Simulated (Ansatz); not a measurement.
## Hypothetical diamond Fe, pressure series

The parent structure is Fe in the diamond structure (space group Fd-3m, No. 227; a = 4.8735 Å; non-magnetic; a hypothetical phase, not in the database extracts checked).

Cell and atoms are relaxed at each pressure.

All numbers come from plane-wave PAW DFT at the PBE level (Ansatz, a quantum-chemistry and plane-wave program, 420 eV), scalar-relativistic without spin-orbit coupling.

```tsv
pressure (GPa)	volume per atom (Å³/atom)
-2	14.660
-1	14.562
0	14.469
0.7	14.404
1.5	14.332
3	14.202
5	?
7.5	13.848
10	13.670
```

Question: Fit the third-order Birch–Murnaghan form P(V) = (3B₀/2)[(V₀/V)^(7/3) − (V₀/V)^(5/3)]·[1 + (3/4)(B₀′ − 4)((V₀/V)^(2/3) − 1)] (squares taken in P) to the rows shown and predict the withheld row.

Answer: Least squares on the printed values gives V₀ = 14.468 Å³/atom, B₀ = 156 GPa, B₀′ = 4.4; this predicts 14.039 Å³/atom, and the run gives 14.039 Å³/atom, in agreement.

Load acts through the strain it causes; cell and atoms are relaxed under it. Whether these cells are dynamically stable was not tested. No other phases were tried under pressure. Seeded moments were not kept for the base. The final runs are not spin-polarised.
